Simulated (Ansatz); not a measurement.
The (0001) surface of wurtzite GaN, Ga-terminated, 2x2 Ga vacancy (bottom of the slab: 3 H on 4 bottom sites)

Method: PBE (plane waves to 420 eV, PAW; Ansatz, a quantum-chemistry and plane-wave program).

Set-up: 42 atoms, 12.2 Å thick at the start with caps and adatoms (thin: gaps and levels are the slab's own); mesh 4x4x1; 0.025 eV smearing; dipole correction on; 8 atoms held, the rest relaxed; held to the start's symmetry, so lower structures may exist; no spin, no spin-orbit, no U. It is one candidate, not shown to be the stable structure of the face.

```json
{
  "gap_of_the_slab_on_its_k_mesh": "0.53 eV",
  "highest_filled_level_below_the_top_vacuum_level": "3.71 eV",
  "energy_released_by_relaxation": "2.24 eV",
  "cost": "roughly 7 core-minutes"
}
```
